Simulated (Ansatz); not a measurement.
Data:

```
CELL_PARAMETERS angstrom
      3.87669     0.00000     0.00000
      0.00000     3.87669     0.00000
      0.00000     0.00000     3.82185
ATOMIC_POSITIONS crystal
  Ca 0.00000 0.00000 0.00000
  Ti 0.50000 0.50000 0.50000
  O  0.00000 0.50000 0.50000
  O  0.50000 0.50000 0.00000
  O  0.50000 0.00000 0.50000
```

A single point on CaTiO3 with a change (biaxial strain +0.93 %, plane normal [001], relaxed out of plane), its geometry relaxed with PBEsol.

All numbers come from PBEsol (Ansatz, an electronic-structure program, PAW, with spin-orbit coupling). Settings: 9×9×9 k-points, 0.05 eV Fermi–Dirac smearing.

Predict the band gap, electron mass, smallest direct gap and pressure.

The band gap comes out as 1.83 eV and the electron mass is 2.2 mₑ out of plane, 0.39 mₑ in plane (at Γ). The smallest direct gap is 2.27 eV. The pressure is -24.3 kbar.

Single points use the geometry relaxed with PBEsol. Masses are band curvatures over ±0.01 Å⁻¹ around the edge. Stability against distortions was not tested. The cell was made from CaTiO3 in the cubic perovskite structure (space group Pm-3m, No. 221; a model cell) by this change: biaxial strain +0.93 %, plane normal [001], relaxed out of plane. Many cubic perovskites are stable only at high temperature; tilts and polar distortions were not tested.
